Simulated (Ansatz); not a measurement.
**BeSe (model structure, started from the rocksalt type, Fm-3m, No. 225, 2 atoms in the cell)**

All values below come from LDA (Ansatz, a program for electronic structure, plane waves, PAW).

Run with plane-wave cutoff 520 eV, 20×20×20 k mesh, Fermi–Dirac smearing 0.05 eV, scalar-relativistic PAW data made under PBE.

Cell (relaxed at this level):

```
BeSe
1.0
    0.00000     2.41569     2.41569
    2.41569     0.00000     2.41569
    2.41569     2.41569     0.00000
Se Be
1 1
Direct
  0.00000   0.00000   0.00000
  0.50000   0.50000   0.50000
```

```
Quantity                                                                                  Value
-------------------------------------------  --------------------------------------------------
band gap                                     0.06 eV (under three smearing widths, so not firm)
smallest direct gap on the k points sampled                                             3.51 eV
Γ–Γ gap                                                                                 4.25 eV
```

Note: the relaxation could raise the start's symmetry but not lower it, so the cell can be a saddle point.

Spin–orbit coupling is not included; it can close the smallest gap of 0.06 eV.

Static lattice: no zero-point or thermal effects.

Computing time: about 19 core-seconds (a rough figure).

A model structure was made by putting elements into a prototype or built by hand; it is no filed structure, need not be a known phase, and can be a saddle point held by its symmetry.
